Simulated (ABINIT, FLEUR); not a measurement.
An ABINIT input for a self-consistent single point of Ba₂PdO₃ (Immm, 6 atoms in the cell) (DFT, PBEsol, plane waves, PAW (JTH v2.0 PBE PAW, files made for PBE)):

```
# Ba2PdO3, JTH v2.0 PBE PAW
pp_dirpath "./"
pseudos "Ba.GGA_PBE-JTH.xml, Pd.GGA_PBE-JTH.xml, O.GGA_PBE-JTH.xml"
acell 7.2591407806 7.2591407806 7.2591407806 Angstrom
rprim
        -0.2672134428    0.2834371260    0.9210105165
         0.2672134428   -0.2834371260    0.9210105165
         0.2672134428    0.2834371260   -0.9210105165
natom 6
ntypat 3
znucl 56 46 8
typat 1 1 2 3 3 3
xcart
        -0.0000000000   -0.0000000000   16.3054806676
        -0.0000000000   -0.0000000000    8.9629733106
         0.0000000000    0.0000000000    0.0000000000
        -0.0000000000   -0.0000000000   21.3718056902
        -0.0000000000   -0.0000000000    3.8966482880
        -0.0000000000    3.8881303987   -0.0000000000
ecut 48 Ry
pawecutdg 96 Ry
pawovlp -1
pawxcdev 0
ixc -116133
occopt 3
tsmear 0.1 eV
nband 36
kptopt 1
ngkpt 6 6 6
nshiftk 1
shiftk 0 0 0
nstep 60
toldfe 1.0e-09
prtwf 0
prtden 0
prtvol 1
enunit 2
```

Question: Translate this input to FLEUR.

Answer: This is the input that was run; spellings and numerical settings could be chosen otherwise.

Input of the input generator:

```
scf Ba2PdO3
&input film=f /
-3.6655773530 3.8881303987 12.6342269891
3.6655773530 -3.8881303987 12.6342269891
3.6655773530 3.8881303987 -12.6342269891
1.0
1.0 1.0 1.0

6
56 0.6452900000 0.6452900000 -0.0000000000
56 0.3547100000 0.3547100000 -0.0000000000
46 -0.0000000000 -0.0000000000 -0.0000000000
8 0.8457900000 0.8457900000 -0.0000000000
8 0.1542100000 0.1542100000 -0.0000000000
8 0.5000000000 0.0000000000 0.5000000000

&comp jspins=1 /
&exco xctyp='PBEs' /
&kpt div1=6 div2=6 div3=6 gamma=t /
&end /
```

```xml
<?xml version="1.0" encoding="UTF-8" standalone="no"?>
<fleurInput fleurInputVersion="0.39">
   <comment>
      scf Ba2PdO3                                                                                         
   </comment>
   <calculationSetup>
      <cutoffs Kmax="4.6" Gmax="16.1" GmaxXC="16.1" numbands="0"/>
      <scfLoop itmax="60" minDistance="0.00001" maxIterBroyd="15" imix="Anderson" alpha="0.05" precondParam="0.0" spinf="2.0"/>
      <coreElectrons ctail="T" frcor="F" kcrel="0" coretail_lmax="0"/>
      <xcFunctional name="PBEs" relativisticCorrections="F"/>
      <magnetism jspins="1"/>
      <soc l_soc="F" theta="0.0" phi="0.0" spav="F"/>
      <expertModes spex="0" secvar="F"/>
      <geometryOptimization l_f="T" forcealpha="1.0" forcemix="BFGS" epsdisp="0.00001" epsforce="0.00001"/>
      <ldaU l_linMix="F" mixParam="0.05" spinf="1.0"/>
   </calculationSetup>
   <cell>
      <bzIntegration valenceElectrons="54.0" mode="hist" fermiSmearingEnergy="0.00367493">
         <kPointListSelection listName="default-1"/>
         <!-- k-points included here -->
         <xi:include xmlns:xi="http://www.w3.org/2001/XInclude" href="kpts.xml"> </xi:include>
      </bzIntegration>
      <!-- symmetry operations included here -->
      <xi:include xmlns:xi="http://www.w3.org/2001/XInclude" href="sym.xml"> </xi:include>
      <bulkLattice scale="1.0">
         <bravaisMatrix>
            <row-1>   -3.6655773530000002     3.8881303987000000    12.6342269891000001</row-1>
            <row-2>    3.6655773530000002    -3.8881303987000000    12.6342269891000001</row-2>
            <row-3>    3.6655773530000002     3.8881303987000000   -12.6342269891000001</row-3>
         </bravaisMatrix>
      </bulkLattice>
   </cell>
   <atomSpecies>
      <species name="Barium (Ba)" element="Ba" atomicNumber="56">
         <mtSphere radius="2.68" gridPoints="925" logIncrement="0.014"/>
         <atomicCutoffs lmax="10" lnonsphr="8"/>
         <electronConfig flipSpins="F">
            <coreConfig>(1s1/2) (2s1/2) (2p1/2) (2p3/2) (3s1/2) (3p1/2) (3p3/2) (4s1/2) (3d3/2) (3d5/2) (4p1/2) (4p3/2) (4d3/2) (4d5/2)</coreConfig>
            <valenceConfig>(5s1/2) (5p1/2) (5p3/2) (6s1/2)</valenceConfig>
         </electronConfig>
         <energyParameters s="6" p="6" d="5" f="4"/>
         <lo type="SCLO" l="0" n="5" eDeriv="0"/>
         <lo type="SCLO" l="1" n="5" eDeriv="0"/>
      </species>
      <species name="Palladium (Pd)" element="Pd" atomicNumber="46">
         <mtSphere radius="2.32" gridPoints="801" logIncrement="0.016"/>
         <atomicCutoffs lmax="10" lnonsphr="8"/>
         <electronConfig flipSpins="F">
            <coreConfig>(1s1/2) (2s1/2) (2p1/2) (2p3/2) (3s1/2) (3p1/2) (3p3/2) (4s1/2) (3d3/2) (3d5/2)</coreConfig>
            <valenceConfig>(4p1/2) (4p3/2) (5s1/2) (4d3/2) (4d5/2)</valenceConfig>
            <stateOccupation state="(5s1/2)" spinUp="0.5" spinDown="0.5"/>
            <stateOccupation state="(4d3/2)" spinUp="1.8" spinDown="1.8"/>
            <stateOccupation state="(4d5/2)" spinUp="2.7" spinDown="2.7"/>
         </electronConfig>
         <energyParameters s="5" p="5" d="4" f="4"/>
         <lo type="SCLO" l="1" n="4" eDeriv="0"/>
      </species>
      <species name="Oxygen (O)" element="O" atomicNumber="8">
         <mtSphere radius="1.31" gridPoints="453" logIncrement="0.023"/>
         <atomicCutoffs lmax="6" lnonsphr="4"/>
         <electronConfig flipSpins="F">
            <coreConfig>(1s1/2)</coreConfig>
            <valenceConfig>(2s1/2) (2p1/2) (2p3/2)</valenceConfig>
            <stateOccupation state="(2p1/2)" spinUp="0.6666666666667" spinDown="0.6666666666667"/>
            <stateOccupation state="(2p3/2)" spinUp="1.3333333333333" spinDown="1.3333333333333"/>
         </electronConfig>
         <energyParameters s="2" p="2" d="3" f="4"/>
      </species>
   </atomSpecies>
   <atomGroups>
      <atomGroup species="Barium (Ba)">
         <relPos label="                   1">-.3547100000 -.3547100000 .0000000000</relPos>
         <relPos label="                   2">.3547100000 .3547100000 .0000000000</relPos>
         <force calculate="T" relaxXYZ="TTT"/>
      </atomGroup>
      <atomGroup species="Palladium (Pd)">
         <relPos label="                   3">.0000000000 .0000000000 .0000000000</relPos>
         <force calculate="T" relaxXYZ="TTT"/>
      </atomGroup>
      <atomGroup species="Oxygen (O)">
         <relPos label="                   4">-.1542100000 -.1542100000 .0000000000</relPos>
         <relPos label="                   5">.1542100000 .1542100000 .0000000000</relPos>
         <force calculate="T" relaxXYZ="TTT"/>
      </atomGroup>
      <atomGroup species="Oxygen (O)">
         <relPos label="                   6">1.000/2.000 .0000000000 1.000/2.000</relPos>
         <force calculate="T" relaxXYZ="TTT"/>
      </atomGroup>
   </atomGroups>
   <output dos="F" band="F" slice="F">
      <checks vchk="F" cdinf="F"/>
      <bandDOS minEnergy="-.5*Htr" maxEnergy="0.5*Htr" sigma="0.015" storeEVData="T"/>
      <vacuumDOS vacdos="F" integ="F" star="F" nstars="0" locx1="0.0" locy1="0.0" locx2="0.0" locy2="0.0" nstm="0" tworkf="0.0"/>
      <unfoldingBand unfoldBand="F" supercellX="1" supercellY="1" supercellZ="1"/>
      <plotting iplot="0" polar="F">
         <plot TwoD="T" vec1="  1.0  0.0  0.0" vec2="  0.0  1.0  0.0" vec3="  0.0  0.0  1.0" zero="  0.0  0.0  0.0" file="plot"/>
      </plotting>
      <chargeDensitySlicing numkpt="0" minEigenval="0.0" maxEigenval="0.0" nnne="0" pallst="F"/>
      <specialOutput eonly="F"/>
      <magneticCircularDichroism mcd="F" energyLo="-10.0" energyUp="0.0"/>
   </output>
  <!-- We include the file relax.xml here to enable relaxations (see documentation) -->
  <xi:include xmlns:xi="http://www.w3.org/2001/XInclude" href="relax.xml"> <xi:fallback/> </xi:include>
</fleurInput>
```

Basis settings and potentials, where a program has them, do not carry over. This input uses DFT, PBEsol, all-electron FLAPW (FLEUR), scalar-relativistic valence.

The starting cell comes from a database of computed structures (which also holds hypothetical and non-ambient phases and stackings), without a prior relaxation at this level.
